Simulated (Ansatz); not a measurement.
# ReC (model structure, started from the NbAs type, I4₁md, No. 109, 4 atoms in the cell)

These are LDA (PAW; Ansatz, an electronic-structure program) values and carry that method's errors.

Numerical settings: plane-wave cutoff 520 eV, 28×28×28 k mesh, Fermi–Dirac smearing 0.05 eV, no spin polarisation, scalar-relativistic PAW data made under PBE.

Cell (relaxed at this level):

```cif
data_C4Re4
_chemical_formula_sum 'Re4 C4'
_space_group_name_H-M_alt 'I41md'
_space_group_IT_number 109
_space_group_name_Hall 'I 4bw -2'
_cell_length_a 2.80537
_cell_length_b 2.80537
_cell_length_c 9.88249
_cell_angle_alpha 90.000
_cell_angle_beta 90.000
_cell_angle_gamma 90.000
loop_
_atom_site_label
_atom_site_type_symbol
_atom_site_symmetry_multiplicity
_atom_site_Wyckoff_symbol
_atom_site_fract_x
_atom_site_fract_y
_atom_site_fract_z
_atom_site_occupancy
Re1 Re 4 a 0.00000 0.00000 0.24822 1
C1 C 4 a 0.00000 0.00000 0.66778 1
```
(The calculation used a cell of 4 atoms; values per cell refer to that cell.)

```json
{
 "bulk_modulus": "455 GPa"
}
```

Note: the run has no spin polarisation, so it can have missed a magnetic state; the bulk modulus is −V dP/dV from two relaxed cells at ±2 % in volume; the relaxation could raise the start's symmetry but not lower it, so the cell can be a saddle point.

Spin–orbit coupling is not included; it can open a gap where bands touch, and shift volumes and moduli.

A model structure was made by putting elements into a prototype or built by hand; it is no filed structure, need not be a known phase, and can be a saddle point held by its symmetry.
